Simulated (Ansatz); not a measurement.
```yaml
crystal:
  lattice:
    - [3.00730, -0.00012, 0.05263]
    - [1.50356, 2.60472, 0.03762]
    - [-0.44801, -0.11051, 24.15503]
  atoms:
    - { symbol: Mg, position: [0.59159, 0.29494, 0.04956] }
    - { symbol: Mg, position: [0.92535, 0.62823, 0.15238] }
    - { symbol: Mg, position: [0.25919, 0.96162, 0.25407] }
    - { symbol: Mg, position: [0.59289, 0.29500, 0.35575] }
    - { symbol: Mg, position: [0.92667, 0.62834, 0.45745] }
    - { symbol: Mg, position: [0.26014, 0.96178, 0.56027] }
    - { symbol: O, position: [0.25869, 0.96154, 0.10169] }
    - { symbol: O, position: [0.59232, 0.29496, 0.20323] }
    - { symbol: O, position: [0.92599, 0.62835, 0.30492] }
    - { symbol: O, position: [0.25967, 0.96172, 0.40660] }
    - { symbol: O, position: [0.59322, 0.29515, 0.50814] }
    - { symbol: Ti, position: [0.59247, 0.29514, 0.66534] }
    - { symbol: Ti, position: [0.25903, 0.96186, 0.75632] }
    - { symbol: Ti, position: [0.59195, 0.29515, 0.85351] }
    - { symbol: Ti, position: [0.25866, 0.96182, 0.94449] }
```

The first 11 atoms are the substrate (MgO-rs), the rest the film (Ti).

Calculation: PBE (plane waves to 420 eV, PAW; Ansatz, a quantum-chemistry and plane-wave program). No spin–orbit coupling; the runs are not spin-polarised; PBE gaps are too small against experiment. Its k-point mesh 12×12×1, Fermi–Dirac width 0.05 eV.

Describe the bonding at the interfaces and give the barriers.

A periodic stack without vacuum, hcp Ti (0 0 1) on rock-salt MgO (1 1 1) (film strained to the substrate, faces as cut): substrate slab Mg6O5, film Ti4, surface cells [[0, -1], [1, -1]] and [[-1, -1], [0, -1]], film strained by +2.4 and +2.4 %, faces Mg/Mg and Ti/Ti as cut (like faces can put a slab off its formula).
| Quantity | Result |
|---|---|
| interface area | 7.8 Å² |
| period | 24.16 Å |
| gaps between the outermost planes at the two interfaces | 2.54 and 2.54 Å |
| Mg–Ti contacts across the interfaces within 1.22 times the sum of covalent radii | 6, mean 3.08 Å |
| hole barrier (PBE) | 3.64 eV |
| electron barrier (PBE) | 0.82 eV |
